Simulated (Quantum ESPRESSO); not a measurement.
## Effort and miss along a sweep of ecutwfc: ZrAlFe₄ (F-43m, 6 atoms in the cell)

```xyz
6
Lattice="0.0000 3.4339 3.4339 3.4339 0.0000 3.4339 3.4339 3.4339 0.0000" Properties=species:S:1:pos:R:3 pbc="T T T"
Zr     3.4339     3.4339     3.4339
Al     1.7169     1.7169     1.7169
Fe     6.0149     6.0149     6.0149
Fe     6.0149     4.2866     4.2866
Fe     4.2866     4.2866     6.0149
Fe     4.2866     6.0149     4.2866
```
Moments meant for the start (each program seeds them in its own way; μB, in the order of the atoms Zr Al Fe Fe Fe Fe): 1.0 0.0 4.0 4.0 4.0 4.0.

Computed with PBEsol, PSlibrary PAW (PBE) pseudopotentials (plane waves; Quantum ESPRESSO).

Base settings: ecutwfc = 55 Ry; ecutrho = 330 Ry; occupations = smearing; smearing = cold; degauss = 0.0073499 Ry; nspin = 2; input_dft = pbesol; K_POINTS = automatic 5 5 5 0 0 0; conv_thr = 1e-09 Ry; mixing_beta = 0.3.

Misses are taken against the tightest run, 72 Ry (ecutrho: 330 Ry → 432 Ry), which need not be fully converged itself. The energy is the free energy per atom.

The count of work is k-points × plane waves × bands × iterations; it is no time, and leaves out set-up, grids and terms that scale otherwise. Core times come from one kind of shared machine and are given to one figure; runs under 30 s give none.

The starting cell comes from a database of computed structures (which also holds hypothetical and non-ambient phases and stackings), without a prior relaxation at this level. The magnetic order is the one reached from the typed start; others were not searched systematically. In the base run, with a pressure of about -8 GPa the cell is away from its equilibrium volume at this level.

The runs (ecutwfc): 22 Ry (ecutrho: 330 Ry → 132 Ry) | 28 Ry (ecutrho: 330 Ry → 168 Ry) | 33 Ry (ecutrho: 330 Ry → 198 Ry) | 38 Ry (ecutrho: 330 Ry → 228 Ry) | 44 Ry (ecutrho: 330 Ry → 264 Ry) | 50 Ry (ecutrho: 330 Ry → 300 Ry) | 55 Ry | 63 Ry (ecutrho: 330 Ry → 378 Ry) | 72 Ry (ecutrho: 330 Ry → 432 Ry).

Problem. Which is the coarsest setting among those run that, with all tighter ones, holds the energy within 20 meV/atom of the reference, and what does it save?

Solution. 50 Ry (ecutrho: 330 Ry → 300 Ry), off by 9.4 meV/atom; its saving against the reference is no more than about a factor of 2 in the count of work.

Problem. Which is the coarsest setting among those run that, with all tighter ones, holds the energy within 5 meV/atom of the reference, and what does it save?

Solution. 55 Ry, off by 4.3 meV/atom; its saving against the reference is no more than about a factor of 2 in the count of work.

Problem. For at most 0.3 times the reference's count of work, which run misses the energy least?

Solution. 33 Ry (ecutrho: 330 Ry → 198 Ry), with a miss of 63 meV/atom at a count of 0.27.

Problem. What does the step from 22 Ry (ecutrho: 330 Ry → 132 Ry) to 63 Ry (ecutrho: 330 Ry → 378 Ry) buy?

Solution. It takes the miss in the energy from 2000 to 2.2 meV/atom, for 5.2 times the count of work and roughly 2 times the time.

| ecutwfc | energy less reference (meV/atom) | pressure less reference (GPa) | largest difference in the force on any atom (eV/Å) | count of work / reference | core time / reference (rough) |
|---|---|---|---|---|---|
| 22 Ry (ecutrho: 330 Ry → 132 Ry) | 1982.64 | -115.77 | 0.232 | 0.16 | 0.4 |
| 28 Ry (ecutrho: 330 Ry → 168 Ry) | 248.05 | -19.82 | 0.000 | 0.25 | 0.5 |
| 33 Ry (ecutrho: 330 Ry → 198 Ry) | 62.87 | -2.52 | 0.007 | 0.27 | 0.5 |
| 38 Ry (ecutrho: 330 Ry → 228 Ry) | 40.62 | -0.53 | 0.003 | 0.34 | 0.5 |
| 44 Ry (ecutrho: 330 Ry → 264 Ry) | 23.80 | -0.85 | 0.004 | 0.48 | 0.6 |
| 50 Ry (ecutrho: 330 Ry → 300 Ry) | 9.38 | -0.46 | 0.002 | 0.56 | 0.7 |
| 55 Ry | 4.29 | -0.05 | 0.000 | 0.64 | 0.8 |
| 63 Ry (ecutrho: 330 Ry → 378 Ry) | 2.24 | 0.07 | 0.000 | 0.85 | 0.9 |
| 72 Ry (ecutrho: 330 Ry → 432 Ry) | 0.00 | 0.00 | 0.000 | 1.0 | 1 |
